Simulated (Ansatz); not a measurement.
## HgTe: stress against strain

HgTe (zinc blende, F-43m, 34.483 Å³/atom at rest, cube axes along x, y and z) under a strain ε along a cube axis (axis z), the other axes held. PBEsol in Ansatz, a plane-wave DFT program (PAW, default set), 420 eV, 9×9×9 Γ-centred mesh, Fermi-Dirac smearing 0.05 eV; ions are relaxed within the symmetry of each cell. Stress is positive for a compressed cell.

Here s stands for strain and y for stress zz.

| strain (%) | stress zz (GPa) |
|---|---|
| -1.50 | 0.81 |
| -1.00 | 0.53 |
| -0.50 | 0.27 |
| 0.00 | 0.00 |
| 0.50 | -0.26 |
| 1.00 | -0.52 |
| 1.50 | -0.77 |
| 3.00 | ? |

The 7 complete rows are fitted with a straight line, y against s. Means: s 0, y 0.009. About the means, the sum of products is -3.6850 and the sum of squares of s is 7.0000; the slope is their ratio. Least squares gives y = 0.009 - 0.5264·s. Residuals (row less fit): 0.011, -0.005, -0.002, -0.009, -0.006, -0.003, 0.011; standard error 0.009 (degrees of freedom: 5). The slope gives the elastic constant C11 = 53 ± 0.3 GPa.

Problem. What does the fit predict for y at s = 3.00, and how far is the calculated value from it?

Solution. y = 0.009 - 0.5264 × 3.0 = -1.570 GPa. The calculation gives -1.51 GPa, 0.060 GPa above the prediction (2.6 % of the range of y in the table). The row lies outside the fitted rows, so this is an extrapolation. From the scatter of the fitted rows alone, a prediction at this place has a standard error of 0.014 GPa, so the miss is 4.3 times that.

One order more, fitted to all 13 runs of the series, follows each within 0.01, so the miss is the next term of a smooth law. This level leaves no gap over 0.05 eV at strain -1.50, -1.00, -0.50, 0.00, 0.50, 1.00, 1.50, 3.00, where the mesh may be coarse. Rows are the converged runs of the series near zero and its far end; series whose fitted rows scatter by over a few per cent of the range, as at a crossing or softening among them, aren't shown in this form. Most that stay on the fit to the last digits aren't either.
